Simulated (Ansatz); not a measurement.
Consider a periodic stack without vacuum, fluorite-type NiSi2 (0 0 1) on cubic SrTiO3 (0 0 1) (film strained to the substrate, faces as cut): substrate slab Sr4O10Ti3, film Ni4Si8, surface cells [[0, 1], [-1, 0]] and [[1, 0], [1, 1]], film strained by +2.2 and +2.2 %, faces OSr/OSr and Si/Ni as cut (like faces can put a slab off its formula). Its start:

```yaml
crystal:
  lattice:
    - [3.93679, 0.00000, 0.00372]
    - [0.00000, 3.93679, -0.00062]
    - [1.33727, -0.66008, 26.56685]
  atoms:
    - { symbol: Sr, position: [0.98573, 0.00875, 0.04979] }
    - { symbol: O, position: [0.48586, 0.50839, 0.04752] }
    - { symbol: Sr, position: [0.93415, 0.03365, 0.19561] }
    - { symbol: Ti, position: [0.46145, 0.52032, 0.11862] }
    - { symbol: O, position: [0.96063, 0.52068, 0.12081] }
    - { symbol: O, position: [0.46053, 0.02072, 0.12108] }
    - { symbol: O, position: [0.43495, 0.53304, 0.19575] }
    - { symbol: Sr, position: [0.88273, 0.05881, 0.34298] }
    - { symbol: Ti, position: [0.40750, 0.54729, 0.26943] }
    - { symbol: O, position: [0.90967, 0.54506, 0.26959] }
    - { symbol: O, position: [0.40964, 0.04509, 0.26959] }
    - { symbol: O, position: [0.38372, 0.55799, 0.34340] }
    - { symbol: Sr, position: [0.83399, 0.08258, 0.48698] }
    - { symbol: Ti, position: [0.35701, 0.57138, 0.42019] }
    - { symbol: O, position: [0.85785, 0.57080, 0.41775] }
    - { symbol: O, position: [0.35761, 0.07086, 0.41774] }
    - { symbol: O, position: [0.33251, 0.58376, 0.49117] }
    - { symbol: Ni, position: [0.00885, 0.45982, 0.75405] }
    - { symbol: Ni, position: [0.57105, 0.93387, 0.65938] }
    - { symbol: Ni, position: [0.94520, 0.48961, 0.93843] }
    - { symbol: Ni, position: [0.47363, 0.98109, 0.84575] }
    - { symbol: Si, position: [0.51507, 0.44481, 0.70571] }
    - { symbol: Si, position: [0.02844, 0.95335, 0.70707] }
    - { symbol: Si, position: [0.06972, 0.92396, 0.61247] }
    - { symbol: Si, position: [0.43180, 0.42471, 0.61173] }
    - { symbol: Si, position: [0.45819, 0.48858, 0.90023] }
    - { symbol: Si, position: [0.95726, 0.98356, 0.90010] }
    - { symbol: Si, position: [0.98764, 0.96728, 0.80323] }
    - { symbol: Si, position: [0.49121, 0.47339, 0.80308] }
```

The start was prepared with a machine-learned potential, and the result is one local minimum, with the in-plane cell held and forces under 0.04 eV/Å; the film can end far from its bulk form.

The numbers are results of PBE (plane waves to 420 eV, PAW; Ansatz, a first-principles code), not measurements. Spin–orbit coupling is left out; the runs are not spin-polarised; PBE gaps are too small against experiment. Its k-point mesh 8×8×1, Fermi–Dirac width 0.05 eV.

Predict the relaxed interface.


- interface area: 15.5 Å²
- period: 25.97 Å
- gaps between the outermost planes at the two interfaces: 3.02 and 1.89 Å
- Ni–Sr contacts across the interfaces within 1.22 times the sum of covalent radii: 4, mean 3.49 Å
- Si–Sr contacts across the interfaces within 1.22 times the sum of covalent radii: 4, mean 3.61 Å
- Ni–O contacts across the interfaces within 1.22 times the sum of covalent radii: 1, mean 1.89 Å
